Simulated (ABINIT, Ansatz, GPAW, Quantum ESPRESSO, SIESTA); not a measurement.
## One structure in several programs: Ag (Fm-3m, 1 atom in the cell)

Self-consistent single point.

```
Ag
1.0
    0.00000     2.04500     2.04500
    2.04500     0.00000     2.04500
    2.04500     2.04500     0.00000
Ag
1
Direct
  0.00000   0.00000   0.00000
```

All programs got the same cell, k-point mesh and kind of occupations (in Ansatz's words: kpoints.mp_grid.grid = 14 14 14; scf.occupations.method = gaussian; scf.occupations.width = 0.1 eV); potentials, basis and cutoffs are each program's usual ones.

```json
[
 {"code": "GPAW", "model": "PBE, GPAW PAW datasets PBE (gpaw-data 1.0.1)", "pressure (GPa)": "4.17", "k-points": "104", "cutoff": "600 eV"},
 {"code": "SIESTA", "model": "GGA PBE, numerical atomic orbitals DZP, PseudoDojo PBE standard norm-conserving potentials (rewritten from UPF to PSML)", "pressure (GPa)": "3.13", "k-points": "1484", "cutoff": "grid 400 Ry"},
 {"code": "ABINIT", "model": "PBE, norm-conserving pseudopotentials (PseudoDojo nc-sr-05 PBE standard)", "pressure (GPa)": "4.08", "k-points": "104", "cutoff": "41 Ha"},
 {"code": "Ansatz", "model": "PBE, default PAW files", "pressure (GPa)": "4.22", "k-points": "104", "cutoff": "420 eV"},
 {"code": "Quantum ESPRESSO", "model": "PBE, GBRV 1.5 ultrasoft (PBE) pseudopotentials", "pressure (GPa)": "2.63", "k-points": "104", "cutoff": "40 Ry"}
]
```

The spread over the programs that give each value: pressure within 1.59 GPa.

The starting cell has typed, rounded lattice constants, without a prior relaxation at this level. On Ansatz's run: In the base run, with a pressure of about 4 GPa the cell is away from its equilibrium volume at this level.

Task: Why do the programs differ, and what cannot be compared?

Result: Differences of this kind can come from the potentials, where these differ, and from what each basis and cutoff leave unconverged. The valence holds different numbers of electrons (GPAW 17, SIESTA 19, ABINIT 19, Ansatz (a first-principles code) 19, Quantum ESPRESSO 19). The zero of total energies and Fermi levels follows the potentials and each program's conventions, so they are not compared here. SIESTA uses small atom-centred bases, whose incompleteness enters pressures, forces and empty levels differently from a plane-wave cutoff. Ansatz's pressure is given at a fixed set of plane waves, as the other plane-wave codes print theirs; with its correction for the finite basis it is 4.29 GPa. The programs reduce the same mesh by symmetry to different extents, which changes the work and not the result. In the pressure, Quantum ESPRESSO (by 1.49) lies more than 1 GPa from the median of the plane-wave programs.

Left out of this page: Elk and FLEUR (not drawn, or without a comparable value).

Keys are those of Ansatz 0.2.
